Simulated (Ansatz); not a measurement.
Take MgO in the rock salt structure (space group Fm-3m, No. 225; a = 4.215 Å) as the base.

Computed with PBEsol (Ansatz, a program for electronic structure, PAW, no spin-orbit coupling), earlier PAW set.

Its conduction minimum is a single valley at Γ with mass 0.34 mₑ.

It is then changed as follows: electron doping at 7.0×10^21 cm⁻³ (0.131 per cell), with a uniform compensating background at fixed cell and a 300 K Fermi–Dirac width.

Q: Where would a parabolic band put the Fermi level, and where does the calculation put it?

A: k_F = (3π²n)^(1/3) = 0.592 Å⁻¹, so ħ²k_F²/2m = 3.9 eV above the band edge at zero temperature. The calculation gives 2.35 eV (to 0.05 eV): the band is strongly non-parabolic or higher valleys fill at this density.

Carriers are added with a uniform compensating background; total energy and stress of such cells depend on the potential's zero and are not compared; many-body gap narrowing is missing at this level. The levels and masses belong to the bands next to the band gap. Masses are band curvatures over ±0.01 Å⁻¹ around the edge. Whether these cells are dynamically stable was not tested.
